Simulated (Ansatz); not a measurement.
The parent structure is YN in the rock salt structure (space group Fm-3m, No. 225; a = 4.856 Å).

Computed with DFT with PBEsol, PAW potentials and a 420 eV plane-wave cutoff in Ansatz (an electronic-structure program), without spin-orbit coupling.

One change was made to it. Results:

The shortest interatomic distance drops by 0.042 Å (2.428 Å → 2.386 Å); the band gap goes from 0.08 eV to zero; the density goes up by 0.32 g/cm³ to 6.29 g/cm³.

**Question.** What was done to the base?
(A) pressure 10 GPa
(B) pressure 5 GPa
(C) pressure −2 GPa
(D) pressure 3 GPa

**Answer.** A, pressure 10 GPa. For comparison, the shortest interatomic distance in the other runs: pressure 3 GPa gives 2.414 Å; pressure −2 GPa gives 2.438 Å; pressure 5 GPa gives 2.406 Å.

A case with no gap was solved on a k-mesh chosen for an insulator, which is coarse for it. Load acts through the strain it causes; cell and atoms are relaxed under it. Stability against distortions was not tested. No other phases were tried under pressure. The base started in Pnma and relaxed to Fm-3m at this level. All final runs are without spin polarisation. Gaps under 0.05 eV, about the width of the smearing, are given as zero. The zero or small gap of YN can change with the level of theory.
